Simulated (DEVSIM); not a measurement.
# illuminated Ge p-on-n cell, one wavelength

Structure: illuminated Ge p-on-n cell, one wavelength, at 300 K.

```csv
layer (left to right),material,thickness (μm),Nd (cm⁻³),Na (cm⁻³),τn (s),τp (s),absorption coefficient (cm⁻¹)
1,Ge,0.490,-,2.9e18,1.5e-5,5e-5,8700
2,Ge,260,2.2e16,-,0.00016,0.0048,8700
```

Left contact: ohmic, minority electron recombination velocity 400 cm/s. Right contact: ohmic, minority hole recombination velocity 600 cm/s. Voltage is applied to the left contact. Recombination: SRH at mid-gap, radiative, Auger. Light enters at the left, 2.2e18 photons cm⁻² s⁻¹, one pass, no reflection. Mobility is constant in doping.

Constants are typed, rounded textbook-type inputs, not results; the design itself was drawn at random and stands for no fabricated device. Values at 300 K.

```
parameter           Ge
-------------  -------
gap (eV)         0.664
affinity (eV)        4
permittivity        16
Nc (cm⁻³)      1.04e19
Nv (cm⁻³)         6e18
μn (cm²/Vs)       3900
μp (cm²/Vs)       1900
B (cm³/s)      6.4e-14
Cn (cm⁶/s)       1e-31
Cp (cm⁶/s)       1e-31
```

DEVSIM, 1D drift-diffusion, Boltzmann statistics, complete ionisation; no tunnelling, impact ionisation, image-force lowering or self-heating.

```json
{
  "potential_step_across_the_device_at_zero_bias": "0.486 V",
  "largest_field_in_the_device_at_zero_bias": "88000 V/cm",
  "Dark forward voltage at 1 A/cm²": "0.348 V",
  "Dark forward voltage at 100 A/cm²": "0.494 V",
  "short_circuit_current": "352 mA/cm²",
  "open_circuit_voltage": "0.319 V",
  "fill_factor": "0.73",
  "largest_power": "82.3 mW/cm²",
  "share_of_generated_pairs_collected_at_short_circuit": "0.999"
}
```

Current under light (generator sign):

```json
[
 {"V (V)": "0.00", "J (mA/cm²)": "352"},
 {"V (V)": "0.02", "J (mA/cm²)": "352"},
 {"V (V)": "0.06", "J (mA/cm²)": "352"},
 {"V (V)": "0.08", "J (mA/cm²)": "352"},
 {"V (V)": "0.12", "J (mA/cm²)": "352"},
 {"V (V)": "0.16", "J (mA/cm²)": "351"},
 {"V (V)": "0.18", "J (mA/cm²)": "350"},
 {"V (V)": "0.20", "J (mA/cm²)": "349"},
 {"V (V)": "0.22", "J (mA/cm²)": "344"},
 {"V (V)": "0.24", "J (mA/cm²)": "335"},
 {"V (V)": "0.26", "J (mA/cm²)": "316"},
 {"V (V)": "0.28", "J (mA/cm²)": "273"},
 {"V (V)": "0.30", "J (mA/cm²)": "183"},
 {"V (V)": "0.32", "J (mA/cm²)": "-7.60"}
]
```

Dark forward current:

```csv
V (V),J (A/cm²)
0.05,9.3e-6
0.10,7.3e-5
0.15,0.00052
0.20,0.0036
0.25,0.025
0.30,0.17
0.35,1.1
0.40,6.1
0.45,29
0.50,120
0.55,420
0.60,1200
0.65,2500
```
